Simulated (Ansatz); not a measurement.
Ansatz (a first-principles code) run on CuAgO₂ (Pmm2, 4 atoms in the cell): self-consistent single point.

Computed with LDA (PW92), default PAW files made with PBE (plane waves; Ansatz).

The change in words: lattice scaled by 0.98; kpoints.mp_grid.grid: 12 10 6 → 7 6 4. Reference geometry:
```yaml
crystal:
  lattice:
    - [2.80799, 0.00000, 0.00000]
    - [0.00000, 3.34383, 0.00000]
    - [0.00000, 0.00000, 5.38797]
  atoms:
    - { symbol: Cu, position: [0.50000, 0.50000, 0.50928] }
    - { symbol: Ag, position: [0.00000, 0.00000, 0.00000] }
    - { symbol: O, position: [0.00000, 0.50000, 0.27085] }
    - { symbol: O, position: [0.00000, 0.50000, 0.72915] }
```

Reference input (self-consistent single point, DFT, LDA (PW92), plane waves, default PAW files made with PBE): basis.ecutwfc = 420 eV; kpoints.mp_grid.grid = 12 10 6; hamiltonian.xc = lda; hamiltonian.pseudopotentials = {kind: paw} (the program's default PAW files); scf.occupations.method = fermi_dirac; scf.occupations.width = 0.1 eV. This run's input differs from it in these lines:

Ansatz 0.2 input:
```diff
@@ -3,5 +3,5 @@
   lattice:
-    - [2.807991, 0.000000, 0.000000]
-    - [0.000000, 3.343828, 0.000000]
-    - [0.000000, 0.000000, 5.387967]
+    - [2.751831, 0.000000, 0.000000]
+    - [0.000000, 3.276951, 0.000000]
+    - [0.000000, 0.000000, 5.280208]
   atoms:
@@ -14,3 +14,3 @@
 kpoints:
-  mp_grid: { grid: [12, 10, 6] }
+  mp_grid: { grid: [7, 6, 4] }
 hamiltonian:
```

Output (repeated stretches shortened):

```
SCF iter   1: F=—  HF=-15120.850363 eV  |F-HF|=—  |Δ(HF+E_count)|=         —  Δρ=2.21e-2  dr2=1.82e-1  ethr=1.77e-3  ⟨swp⟩=5.2  Hψ=5295  notcnv=0
all-band conjugate gradients solve this SCF's bands
preconditioner: auto → LDOS
SCF iter   2: F=—  HF=-15120.865544 eV  |F-HF|=—  |Δ(HF+E_count)|=   1.52e-2  Δρ=2.68e-2  dr2=2.01e-1  ethr=3.64e-4  ⟨swp⟩=2.0  Hψ=3164  notcnv=0
   [... lines left out ...]
SCF iter   6: F=—  HF=-15120.799074 eV  |F-HF|=—  |Δ(HF+E_count)|=   4.98e-5  Δρ=2.43e-4  dr2=1.76e-5  ethr=5.55e-7  ⟨swp⟩=2.4  Hψ=2018  notcnv=0
SCF iter   7: F=—  HF=-15120.799076 eV  |F-HF|=—  |Δ(HF+E_count)|=   1.88e-6  Δρ=1.39e-4  dr2=6.53e-6  ethr=3.52e-8  ⟨swp⟩=1.0  Hψ=1457  notcnv=0
SCF iter   8: F=—  HF=-15120.799075 eV  |F-HF|=—  |Δ(HF+E_count)|=   8.03e-7  Δρ=3.41e-5  dr2=3.51e-7  ethr=1.31e-8  ⟨swp⟩=1.0  Hψ=1441  notcnv=0
SCF iter   9: F=-15120.799075 eV  HF=-15120.799075 eV  |F-HF|=1.11e-9  |Δ(HF+E_count)|=   4.91e-8  Δρ=4.93e-6  dr2=2.24e-9  ethr=2.00e-10  ⟨swp⟩=4.5  Hψ=4998  notcnv=0
SCF 1 converged in 9 iterations: F = -15120.799075 eV  dr2 = 2.24e-9
Free energy (F): -15120.799075 eV
Internal energy: -15120.739124 eV  (E = F + TS)
E sigma→0 (E₀):  -15120.769100 eV
Entropy (-TS):   -0.059951 eV (-14.988 meV/atom)
Fermi energy:    11.861351 eV
--- Forces (eV/Å), atoms counted from 1 ---
  atom   1  Cu     0.00000000     0.00000000    -1.37990439
  atom   2  Ag     0.00000000     0.00000000     0.17222319
  atom   3  O      0.00000000     0.00000000     0.10523481
  atom   4  O      0.00000000     0.00000000     1.10244810
--- Stress (GPa, compression-positive) ---
        6.822101       0.000000       0.000000
        0.000000       0.097807       0.000000
        0.000000       0.000000       3.436455
  P = ⅓ Tr σ = 3.4521 GPa (34.521 kbar)
  The stress holds the Pulay correction. Without it, at fixed plane waves, as pw.x and ABINIT print it: P = 2.7164 GPa
```

The run converged in 9 iterations. Against the reference run the free energy goes down by 7.2 meV/atom, the pressure goes from -6.05 to 3.45 GPa and the largest force goes from 1.170 to 1.380 eV/Å.

The starting cell comes from a database of computed structures (which also holds hypothetical and non-ambient phases and stackings), without a prior relaxation at this level. Its lattice was rescaled by up to half a per cent. One atom was moved a little off its site on purpose. For this run, on top of that: lattice scaled by 0.98. Spin polarisation is off, so a magnetic state, if there is one, cannot be reached. With a pressure of about 3 GPa the cell is away from its equilibrium volume at this level. Forces in this geometry exceed 1 eV/Å. Ansatz's pressure includes its estimate of the finite-basis (Pulay) stress. Without the estimate this run gives 2.72 GPa. The run gives no clean gap (levels at the Fermi energy touch, overlap or are partly filled at this smearing), which alone does not show that the compound is a metal.
